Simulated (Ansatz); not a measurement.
A self-consistent single point of MgSc (Pm-3m, 2 atoms in the cell) with Ansatz (an electronic-structure program).

Method of the run: LDA (PW92), PAW files made with PBE (plane waves; Ansatz).

The change in words: lattice scaled by 0.98. Reference geometry:
```xyz
2
Lattice="3.6669 0.0000 0.0000 0.0000 3.6669 0.0000 0.0000 0.0000 3.6669" Properties=species:S:1:pos:R:3 pbc="T T T"
Mg     0.0000     0.0000     0.0000
Sc     1.8335     1.8335     1.8335
```

Reference input (self-consistent single point, DFT, LDA (PW92), plane waves, PAW files made with PBE): basis.ecutwfc = 420 eV; kpoints.mp_grid.grid = 12 12 12; hamiltonian.xc = lda; hamiltonian.pseudopotentials = {kind: paw} (an earlier, softer set of the program's PAW files); scf.occupations.method = fermi_dirac; scf.occupations.width = 0.1 eV. This run's input differs from it in these lines:

Ansatz 0.2 input:
```diff
@@ -3,8 +3,8 @@
   lattice:
-    - [3.666940, 0.000000, 0.000000]
-    - [0.000000, 3.666940, 0.000000]
-    - [0.000000, 0.000000, 3.666940]
+    - [3.593601, 0.000000, 0.000000]
+    - [0.000000, 3.593601, 0.000000]
+    - [0.000000, 0.000000, 3.593601]
   atoms:
     - { symbol: Mg, position_ang: [0.000000, 0.000000, 0.000000] }
-    - { symbol: Sc, position_ang: [1.833470, 1.833470, 1.833470] }
+    - { symbol: Sc, position_ang: [1.796801, 1.796801, 1.796801] }
 basis:
```

Output, abridged:

```
SCF iter   1: F=—  HF=-3990.767015 eV  |F-HF|=—  |Δ(HF+E_count)|=         —  Δρ=1.96e-2  dr2=2.35e-1  ethr=3.10e-3  ⟨swp⟩=5.0  Hψ=5540  notcnv=0
all-band conjugate gradients solve this SCF's bands
preconditioner: auto → none
SCF iter   2: F=—  HF=-3990.718993 eV  |F-HF|=—  |Δ(HF+E_count)|=   4.80e-2  Δρ=1.25e-2  dr2=1.04e-1  ethr=1.12e-3  ⟨swp⟩=2.0  Hψ=2235  notcnv=0
SCF iter   3: F=—  HF=-3990.684278 eV  |F-HF|=—  |Δ(HF+E_count)|=   3.47e-2  Δρ=1.14e-3  dr2=2.89e-4  ethr=4.94e-4  ⟨swp⟩=2.9  Hψ=2287  notcnv=0
SCF iter   4: F=—  HF=-3990.684314 eV  |F-HF|=—  |Δ(HF+E_count)|=   3.58e-5  Δρ=2.09e-4  dr2=1.69e-5  ethr=1.38e-6  ⟨swp⟩=2.0  Hψ=2134  notcnv=0
SCF iter   5: F=—  HF=-3990.684303 eV  |F-HF|=—  |Δ(HF+E_count)|=   1.08e-5  Δρ=1.74e-5  dr2=8.69e-8  ethr=8.04e-8  ⟨swp⟩=2.0  Hψ=2143  notcnv=0
SCF iter   6: F=-3990.684303 eV  HF=-3990.684303 eV  |F-HF|=8.35e-9  |Δ(HF+E_count)|=   1.41e-8  Δρ=3.72e-6  dr2=8.59e-9  ethr=4.14e-10  ⟨swp⟩=5.3  Hψ=5305  notcnv=0
SCF 1 converged in 6 iterations: F = -3990.684303 eV  dr2 = 8.59e-9
Free energy (F): -3990.684303 eV
Internal energy: -3990.604300 eV  (E = F + TS)
E sigma→0 (E₀):  -3990.644302 eV
Entropy (-TS):   -0.080003 eV (-40.001 meV/atom)
Fermi energy:    7.278665 eV
--- Forces (eV/Å), atoms counted from 1 ---
  atom   1  Mg    -0.00000000     0.00000000     0.00000000
  atom   2  Sc     0.00000000    -0.00000000     0.00000000
--- Stress (GPa, compression-positive) ---
       -3.312806       0.000000       0.000000
        0.000000      -3.312806       0.000000
       -0.000000       0.000000      -3.312806
  P = ⅓ Tr σ = -3.3128 GPa (-33.128 kbar)
  The stress holds the Pulay correction. Without it, at fixed plane waves, as pw.x and ABINIT print it: P = -3.3205 GPa
```

The run converged in 6 iterations. Against the reference run the free energy falls by 40.8 meV/atom and the pressure goes from -5.59 to -3.31 GPa.

The starting cell comes from a database of computed structures (which also holds hypothetical and non-ambient phases and stackings), without a prior relaxation at this level. Its lattice was rescaled by a random factor within 2.5 % of one. For this run, on top of that: lattice scaled by 0.98. With a pressure of about -3 GPa the cell is away from its equilibrium volume at this level. Ansatz's pressure includes its estimate of the finite-basis (Pulay) stress.
